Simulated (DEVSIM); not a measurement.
Device: Ge n-i-p diode, at 500 K.

```csv
layer (left to right),material,thickness (μm),Nd (cm⁻³),Na (cm⁻³),τn (s),τp (s)
1,Ge,0.160,1e17,-,0.00033,0.00033
2,Ge,0.890,-,3.6e12,0.00033,0.00033
3,Ge,0.260,-,6.7e17,0.00033,0.00033
```

Left contact: ohmic. Right contact: ohmic. Voltage is applied to the left contact. Recombination: SRH at mid-gap, radiative. Mobility is constant in doping.

The device is made up for the run: typed textbook-type constants, with dimensions and the other settings drawn at random. Values at 300 K; Nc and Nv go as T^1.5, mobilities as T to minus their exponent, the gap by Varshni's rule with the affinity fixed.

| parameter | Ge |
|---|---|
| gap (eV) | 0.664 |
| affinity (eV) | 4 |
| permittivity | 16 |
| Nc (cm⁻³) | 1.04e19 |
| Nv (cm⁻³) | 6e18 |
| μn (cm²/Vs) | 3900 |
| μp (cm²/Vs) | 1900 |
| T exponent of μn | 1.66 |
| T exponent of μp | 2.33 |
| B (cm³/s) | 6.4e-14 |
| Varshni α (eV/K) | 0.000477 |
| Varshni β (K) | 235 |

Model (solved in DEVSIM): 1D drift-diffusion, Boltzmann statistics, complete ionisation; no tunnelling, impact ionisation, image-force lowering or self-heating.

**Question.** Tabulate band edges, carrier densities and field at zero bias.

**Answer.** Energies count from the Fermi level of the right contact; mesh points crowd at the junctions.

```
x (μm)   Ec (eV)  Ev (eV)  n (cm⁻³)  p (cm⁻³)  field (V/cm)
-------  -------  -------  --------  --------  ------------
0.000      0.232   -0.350    1.0e17    3.8e15           ≈ 0
0.01842    0.232   -0.350    1.0e17    3.8e15            11
0.04655    0.232   -0.350    1.0e17    3.8e15            42
0.08320    0.232   -0.350    1.0e17    3.8e15           290
0.1314     0.238   -0.344    8.8e16    4.5e15          3600
0.1533     0.253   -0.329    6.3e16    6.2e15         11000
0.1692     0.272   -0.310    4.1e16    9.7e15         10000
0.2066     0.294   -0.288    2.5e16    1.6e16          3000
0.2631     0.301   -0.281    2.1e16    1.9e16           480
0.3638     0.303   -0.279    2.0e16    2.0e16            19
0.5433     0.303   -0.279    2.0e16    2.0e16           ≈ 0
0.8117     0.303   -0.279    2.0e16    2.0e16            15
0.9275     0.305   -0.277    1.9e16    2.1e16           620
0.9925     0.318   -0.264    1.4e16    2.8e16          5000
1.037      0.371   -0.211    4.0e15    9.7e16         25000
1.053      0.427   -0.155    1.1e15    3.6e17         33000
1.074      0.453   -0.129    6.1e14    6.4e17          2400
1.109      0.455   -0.127    5.9e14    6.7e17            25
1.190      0.455   -0.127    5.9e14    6.7e17           ≈ 0
1.249      0.455   -0.127    5.9e14    6.7e17           ≈ 0
1.282      0.455   -0.127    5.9e14    6.7e17           ≈ 0
1.310      0.455   -0.127    5.9e14    6.7e17           ≈ 0
```
